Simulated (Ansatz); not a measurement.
The starting structures come from a database of crystals and need not be the phases stable at ambient conditions.

 Where the default PAW files enter, the runs use the earlier of Ansatz's two default sets.

Inside the gap of an insulator the Bloch states are evanescent, with a wavenumber k + iκ along the transport direction.

Consider the following.

```yaml
crystal:
  lattice:
    - [5.62317, 0.00000, 0.00000]
    - [-1.17896, 5.52168, 0.00000]
    - [2.76342, 2.29328, 7.61151]
  atoms:
    - { symbol: Na, position: [0.30660, 0.51350, 0.90390] }
    - { symbol: Na, position: [0.69340, 0.48650, 0.09610] }
    - { symbol: Na, position: [0.12150, 0.50870, 0.29270] }
    - { symbol: Na, position: [0.87850, 0.49130, 0.70730] }
    - { symbol: Na, position: [0.30340, 0.99850, 0.39720] }
    - { symbol: Na, position: [0.69660, 0.00150, 0.60280] }
    - { symbol: Na, position: [0.50000, 0.50000, 0.50000] }
    - { symbol: Na, position: [0.50000, 0.00000, 0.00000] }
    - { symbol: W, position: [0.10230, 0.00310, 0.79260] }
    - { symbol: W, position: [0.89770, 0.99690, 0.20740] }
    - { symbol: O, position: [0.75840, 0.78600, 0.84390] }
    - { symbol: O, position: [0.24160, 0.21400, 0.15610] }
    - { symbol: O, position: [0.09260, 0.22140, 0.59740] }
    - { symbol: O, position: [0.90740, 0.77860, 0.40260] }
    - { symbol: O, position: [0.56280, 0.77850, 0.24170] }
    - { symbol: O, position: [0.43720, 0.22150, 0.75830] }
    - { symbol: O, position: [0.92220, 0.19370, 0.96300] }
    - { symbol: O, position: [0.07780, 0.80630, 0.03700] }
    - { symbol: O, position: [0.73940, 0.21150, 0.31690] }
    - { symbol: O, position: [0.26060, 0.78850, 0.68310] }
```

Space group of this cell: P-1. The cell is taken as given; by r2SCAN its mean pressure is -0.6 GPa.

Transport runs along the normal of the first two printed cell vectors.

The gap is the functional's own. No spin-orbit coupling. Mid-gap values are interpolated on the energy grid.

**Question.** Give the band gap and the smallest decay constant κ at mid-gap that r2SCAN in Ansatz (a program for electronic structure) yields.

**Answer.** Gap 3.90 eV on a 6×6×4 mesh; κ = 0.433 1/Å, at the zone centre.
